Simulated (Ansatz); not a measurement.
System: Ta₃N₅ (Cmcm, No. 63). Method: PBEsol (PAW; Ansatz, a first-principles code).

Run with plane-wave cutoff 500 eV, 12×12×4 k mesh (along the axes of the cell as run), gaussian smearing 0.02 eV, scalar-relativistic PAW data made under PBE.

Cell (relaxed at this level):

```xyz
16
Lattice="1.9389 -5.1078 0.0000 1.9389 5.1078 0.0000 0.0000 0.0000 10.2371" Properties=species:S:1:pos:R:3 pbc="T T T"
Ta     1.9389     3.0769     7.6779
Ta     1.9389    -3.0769     2.5593
Ta     1.9389    -3.7419     9.6301
Ta     1.9389     3.7419     0.6070
Ta     1.9389     3.7419     4.5116
Ta     1.9389    -3.7419     5.7256
N      1.9389     4.6276     9.0094
N      1.9389    -4.6276     1.2278
N      1.9389    -4.6276     3.8908
N      1.9389     4.6276     6.3463
N      1.9389    -1.9544     0.7503
N      1.9389     1.9544     9.4869
N      1.9389     1.9544     5.8689
N      1.9389    -1.9544     4.3683
N      1.9389     2.6988     2.5593
N      1.9389    -2.6988     7.6779
```

Task: Predict the band gap.

Result: 
- band gap = 1.17 eV (on the SCF k mesh)

Measured, for comparison: band gap 2.18 eV (temperature not stated, no zero-point or thermal correction, indirect, Tauc analysis with phonon absorption and emission, films; as tabulated in Eichhorn et al. (2021), doi:10.1039/d1ta05282a).

Spin–orbit coupling is not included.

Computed values are for the static lattice.

Cost on a shared machine: about 20 core-minutes (a rough figure).
